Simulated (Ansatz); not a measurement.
## CsVO3 in the cubic perovskite structure (space group Pm-3m, No. 221; a hypothetical phase, not in the database extracts checked)

```
CELL_PARAMETERS angstrom
      3.96519     0.00000     0.00000
      0.00000     3.96519     0.00000
      0.00000     0.00000     3.96519
ATOMIC_POSITIONS crystal
  Cs 0.00000 0.00000 0.00000
  V  0.50000 0.50000 0.50000
  O  0.00000 0.50000 0.50000
  O  0.50000 0.50000 0.00000
  O  0.50000 0.00000 0.50000
```

Method: Kohn–Sham DFT with the r2SCAN functional, run in Ansatz (a first-principles code) with PAW and 500 eV plane waves, spin-orbit coupling left out. Γ-centred 12×12×12 mesh, Fermi–Dirac width 0.05 eV.

```json
{
 "volume_per_atom": "12.47 Å³",
 "density": "6.18 g/cm³",
 "band_gap": "0.09 eV, direct at Γ",
 "Hole mass (degenerate bands, along [100])": "0.12, 0.12, 0.33 mₑ",
 "Lowest conduction-band minima above the VBM": "Γ 0.09 eV",
 "total_energy": "-2062.077 eV/atom (σ→0; compares only within this code and set-up)"
}
```

Effective masses come from finite differences of ±0.01 Å⁻¹. No phonon test of stability was made. Starting moments died away, wholly or in part, for the base; another magnetic solution may exist. The final runs are not spin-polarised. Many cubic perovskites are stable only at high temperature; tilts and polar distortions were not tested. The zero or small gap of CsVO3 can change with the level of theory.
